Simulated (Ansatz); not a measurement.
The reference is Au in the fcc (Cu type) structure (space group Fm-3m, No. 225; a = 4.083 Å; relaxed with 0.1 eV smearing). Axes: x, y, z lie along the cube axes.

Computed with Ansatz (a first-principles code), PBEsol, PAW, cutoff 420 eV, spin-orbit coupling left out.

Modification: compressive biaxial strain of 1.00 % in the plane normal to [001], as in epitaxy on a mismatched substrate; the out-of-plane cell vector and the atoms relax.

**Question.** How does this affect the ratio −ε⊥/ε∥?

**Answer.** The ratio −ε⊥/ε∥ comes out as 1.69.

**Question.** How does this affect the energy relative to the base?

**Answer.** The energy increases by 1.0 meV/atom.

Stability against distortions was not tested.
